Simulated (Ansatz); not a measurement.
## Si wells along [001] in random Si0.7Ge0.3, interfaces graded over 8 layers: gap against width

Level of theory: PBE, support functions at accuracy medium on the grid of 370 eV (norm-conserving potentials; Ansatz, an electronic-structure program).

Cells of 3 × 3 cubic cells in the plane at the barrier's lattice parameter, one arrangement of the alloy a row, relaxed from a classical minimum; gaps at the supercell's zone centre. Model cells, support functions, zone centre alone; no spin polarisation, no spin-orbit coupling. All 7 runs at hand. Second arrangements and cells without a resolved gap are not counted.

```
cell        layers L  Kohn-Sham gap (eV)   fit  residual
----------  --------  ------------------  ----  --------
Si445Ge131         8                0.46  0.46      0.00
Si506Ge142         9                0.45  0.45      0.00
Si519Ge129        12                0.42  0.42      0.00
Si584Ge136        16                0.39  0.39      0.00
Si662Ge130        20                0.38  0.38      0.00
Si713Ge151        21                0.38  0.38      0.00
```

Least squares on these 6 rows with a + b/L gives a = 0.3259, b = 1.094; the standard error (residuals over rows less coefficients) is 0.003 eV. It is the least of the forms tried; the others: a + b/L^1.5, 0.004 eV; a + b/L^2, 0.006 eV.

Task: One run of the series is withheld: Si587Ge133, layers L 13. What does the fit predict for it, and what does the run give?

Result: The fit gives 0.41 eV; the run gives 0.41 eV. They agree to the digits shown.
